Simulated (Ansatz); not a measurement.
The reference is InP in the zinc blende structure (space group F-43m, No. 216; a = 5.827 Å). Axes: x, y, z lie along the cube axes.

Calculations: LDA/PAW in Ansatz (a quantum-chemistry and plane-wave program), spin-orbit coupling left out.

Strains are applied to the cell and any free atomic positions relax.

One change was made to it. Results:

| quantity | base | after |
|---|---|---|
| valence-band top at Γ (three highest levels, from the VBM) | 0.00, 0.00, 0.00 eV | 0.00, -0.02, -0.02 eV |
| electron mass | 0.046 mₑ (at Γ) | 0.048 mₑ (at Γ) |
| band gap | 0.58 eV | 0.59 eV |
| pressure (mean of the normal stresses, compression positive) | 0.00 GPa | 0.36 GPa |

Problem. Which change produced these results?
A. uniaxial strain ε_zz = +0.50 %
B. uniaxial strain ε_zz = −0.50 %
C. uniaxial strain ε_zz = +2.50 %
D. uniaxial strain ε_zz = +1.00 %
E. uniaxial strain ε_zz = −3.00 %

Solution. B, uniaxial strain ε_zz = −0.50 %. For comparison, the band gap in the other runs: uniaxial strain ε_zz = +0.50 % gives 0.54 eV; uniaxial strain ε_zz = +2.50 % gives 0.40 eV; uniaxial strain ε_zz = +1.00 % gives 0.51 eV; uniaxial strain ε_zz = −3.00 % gives 0.64 eV.

Effective masses come from finite differences of ±0.01 Å⁻¹. Whether these cells are dynamically stable was not tested.
